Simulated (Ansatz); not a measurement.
Take LuAlO3 (space group P6_3/mmc, No. 194; a = 3.3661 Å, c = 11.4733 Å; a cell from a computed database, its experimental status unchecked) as the base.

Level of theory: Kohn–Sham DFT with the PBEsol functional, run in Ansatz (a first-principles code) with PAW and 420 eV plane waves, spin-orbit coupling left out.

One change was made to it. Results:

```tsv
quantity	base	after
band gap	3.41 eV	3.46 eV
smallest direct gap	3.78 eV	3.83 eV
density	7.37 g/cm³	7.43 g/cm³
```

Q: Which change produced these results?
A. pressure 3 GPa
B. pressure −1 GPa
C. pressure 0.3 GPa
D. pressure −2 GPa
E. pressure 1.5 GPa

A: E, pressure 1.5 GPa. For comparison, the density in the other runs: pressure −1 GPa gives 7.33 g/cm³; pressure −2 GPa gives 7.30 g/cm³; pressure 0.3 GPa gives 7.38 g/cm³; pressure 3 GPa gives 7.49 g/cm³.

Load acts through the strain it causes; cell and atoms are relaxed under it. Stability against distortions was not tested.
